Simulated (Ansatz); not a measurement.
## Au: strain along the normal

Au (fcc, Fm-3m, 17.016 Å³/atom at rest) under an equal strain ε in the (001) plane with the normal axis free, as in a coherent film. PBEsol in Ansatz, a plane-wave DFT program (PAW, default set), 420 eV, 28×28×28 Γ-centred mesh, Fermi-Dirac smearing 0.10 eV; ions are relaxed within the symmetry of each cell.

Here s stands for strain and y for normal strain.

```csv
strain (%),normal strain (%)
-3.00,?
-1.50,2.54
-1.00,1.69
-0.50,0.84
0.00,0.00
0.50,-0.84
1.00,-1.69
1.50,-2.56
```

Using a straight line, estimate the missing y at s = -3.00 from the other rows, showing the fit.

Means: s 0, y -0.003. About the means, the sum of products is -11.870 and the sum of squares of s is 7.0000; the slope is their ratio. Least squares gives y = -0.003 - 1.6957·s. Residuals (row less fit): -0.001, -0.003, -0.005, 0.003, 0.011, 0.009, -0.013; standard error 0.009 (degrees of freedom: 5). The slope, -1.70 ± 0.00, is the elastic response of the normal axis, −2C12/C11 for this plane. At the withheld row, y = -0.003 - 1.6957 × (-3.0) = 5.084%. The calculation gives 5.10%, 0.016% above the prediction (0.2 % of the range of y in the table). The row lies outside the fitted rows, so this is an extrapolation. From the scatter of the fitted rows alone, a prediction at this place has a standard error of 0.014%, so the miss is 1.1 times that.

In a metal these values are sensitive to mesh and smearing; energies are taken to zero smearing, stresses follow the free energy. Rows are the converged runs of the series near zero and its far end; series whose fitted rows scatter by over a few per cent of the range, as at a crossing or softening among them, aren't shown in this form. Most that stay on the fit to the last digits aren't either.
